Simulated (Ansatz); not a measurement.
The starting structures come from a database of crystals and need not be the phases stable at ambient conditions.

The decay constant κ of evanescent states in the gap governs leakage through a thin film.

Consider the following.

```yaml
crystal:
  lattice:
    - [6.74531, 0.00000, 0.00000]
    - [0.00000, 7.35534, 0.00000]
    - [3.37266, -3.67767, 3.67767]
  atoms:
    - { symbol: Sr, position: [0.50000, 0.00000, 0.00000] }
    - { symbol: Sr, position: [0.25000, 0.50000, 0.00000] }
    - { symbol: Ge, position: [0.00000, 0.00000, 0.00000] }
    - { symbol: Ge, position: [0.75000, 0.50000, 0.00000] }
    - { symbol: H, position: [0.69961, 0.92539, 0.35077] }
    - { symbol: H, position: [0.37500, 0.57461, 0.50000] }
    - { symbol: H, position: [0.05039, 0.07461, 0.64923] }
    - { symbol: H, position: [0.87500, 0.42539, 0.50000] }
    - { symbol: O, position: [0.01543, 0.91397, 0.65362] }
    - { symbol: O, position: [0.07060, 0.26034, 0.17431] }
    - { symbol: O, position: [0.66906, 0.08603, 0.34638] }
    - { symbol: O, position: [0.24491, 0.73966, 0.82569] }
    - { symbol: O, position: [0.08094, 0.23966, 0.65362] }
    - { symbol: O, position: [0.50509, 0.41397, 0.17431] }
    - { symbol: O, position: [0.73457, 0.76034, 0.34638] }
    - { symbol: O, position: [0.67940, 0.58603, 0.82569] }
```

Space group of this cell: I-42d. The cell was relaxed by PBE-D3(BJ); by r2SCAN its mean pressure is -2.5 GPa.

Transport runs along the normal of the first two printed cell vectors, the (100) plane of the conventional cell.

No gap correction and no spin-orbit coupling; mid-gap values are interpolated between computed energies.

Problem. State the band gap and the smallest decay constant κ at mid-gap according to r2SCAN run with Ansatz (a quantum-chemistry and plane-wave program).

Solution. Gap 4.81 eV on a 8×8×8 mesh; κ = 0.369 1/Å, at the zone centre.
